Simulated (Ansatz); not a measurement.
Abridged Ansatz (an electronic-structure program) output:

```
Pseudopotential: Te, paw, valence charge 16
Pseudopotential: Mo, paw, valence charge 14
Crystal: 12 atoms, lattice volume = 312.835 Å³
Basis set: ecut = 500 eV, 7945 PW (Γ), exchange–correlation on 192×108×432 points (64 copies of the dense FFT grid, shifted against one another)
Bands: 104, of which v1, the nominal top of the filled ones, is band 92 counted from 1 (91 counted from 0)
Symmetry: 4 space group operations
k-points: 60 of 198
Functional: x = r2scan, c = r2scan + rvv10(b = 11.95, C = 0.0093); τ floored in thin density (d = 2e-4 eV/Å³)
SCF iter   1: F=—  HF=-75810.563424 eV  |F-HF|=—  |Δ(HF+E_count)|=         —  Δρ=1.17e-2  dr2=1.14e0  dr2_τ=1.26e-1  ethr=1.77e-3  ⟨swp⟩=6.0  Hψ=22846  notcnv=0  defer=4
SCF iter   2: F=—  HF=-75811.505433 eV  |F-HF|=—  |Δ(HF+E_count)|=   9.42e-1  Δρ=2.74e-2  dr2=8.62e0  dr2_τ=4.23e-1  ethr=6.20e-4  ⟨swp⟩=4.0  Hψ=11495  notcnv=0  defer=162  recentre
SCF 1 converged in 11 iterations: F = -75810.603987 eV  dr2 = 1.49e-10
SCF converged after 11 iterations
Free energy (F): -75810.603987 eV
Internal energy: -75810.581945 eV  (E = F + TS)
E sigma→0 (E₀):  -75810.592966 eV
Entropy (-TS):   -0.022041 eV (-1.837 meV/atom)
Fermi energy:    11.854145 eV
--- Forces (eV/Å), atoms counted from 1 ---
  atom   1  Te     0.00048235    -0.00000000     0.00011555
  atom   2  Te    -0.00048235     0.00000000    -0.00011555
  atom   3  Te     0.00165979    -0.00000000    -0.00080564
  atom   4  Te    -0.00165979     0.00000000     0.00080564
  atom   5  Te     0.00007908    -0.00000000    -0.00002712
  atom   6  Te    -0.00007908     0.00000000     0.00002712
  atom   7  Mo    -0.00206225    -0.00000000    -0.00029229
  atom   8  Mo     0.00206225     0.00000000     0.00029229
  atom   9  Te     0.00063652    -0.00000000     0.00044415
  atom  10  Te    -0.00063652     0.00000000    -0.00044415
  atom  11  Mo     0.00108311     0.00000000    -0.00010592
  atom  12  Mo    -0.00108311    -0.00000000     0.00010592
--- Stress (GPa, compression-positive) ---
        0.005014      -0.000000       0.002491
       -0.000000       0.002468       0.000000
        0.002491       0.000000      -0.002487
  P = ⅓ Tr σ = 0.0017 GPa (0.017 kbar)
```

Task: What was computed, and what are the main results?

Result: MoTe2, 12 atoms in the cell, with DFT with r2SCAN+rVV10, PAW potentials and a 500 eV plane-wave cutoff in Ansatz, spin-orbit coupling left out. The last SCF converged to F = -75810.603987 eV, or -6317.5503 eV per atom, at a pressure of 0.00 GPa. The total energy compares only with runs of the same code, potentials and settings.

With Te present, leaving out spin-orbit coupling can change the band edges. No phonon test of stability was made. All final runs are without spin polarisation. The cell is MoTe2 (space group P2_1/m, No. 11; layered, stacked along the Cartesian z axis).
